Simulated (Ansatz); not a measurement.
We consider A15 V₃Si (cubic form, which distorts at low temperature), described by PBE-D3(BJ) (PAW; Ansatz, a program for electronic structure).

Settings: plane-wave cutoff 520 eV, 12×12×12 k mesh, Fermi–Dirac smearing 0.05 eV, no spin polarisation, scalar-relativistic PAW data made under PBE.

Cell (relaxed at this level):

V3Si is modelled in the cubic space group Pm-3n (No. 223), the A15 (Cr3Si type) structure, Pearson symbol cP8. Conventional cell: a = b = c = 4.6344 Å, α = β = γ = 90.00°. V on 6c sees 2 V at 2.317 Å and 8 V at 2.838 Å and 4 Si at 2.591 Å. Si on 2a has 12 V at 2.591 Å. (Neighbours: up to the widest gap in distance over summed covalent radii, below 1.35, at either atom; cation-cation and far metal-metal contacts left out.)

Q: Predict the bulk modulus B0 and pressure derivative B′ of the bulk modulus.

A: 
bulk modulus B0: 210 GPa
pressure derivative B′ of the bulk modulus: 4.0

The run finds no gap.

Measured, for comparison: bulk modulus 171 GPa (300 K, no zero-point or thermal correction, our sources range from 171 to 176; as tabulated in Lu and Klein (1997), arXiv:cond-mat/9704251). Computed (rounded) less measured: bulk modulus +23 % (+19 % to +23 % over the range).

Note: symmetry holds this phase in the static calculation, where it need not be a minimum.

Static lattice: no zero-point or thermal effects.

Cost on a shared machine: about 6 core-minutes (a rough figure).
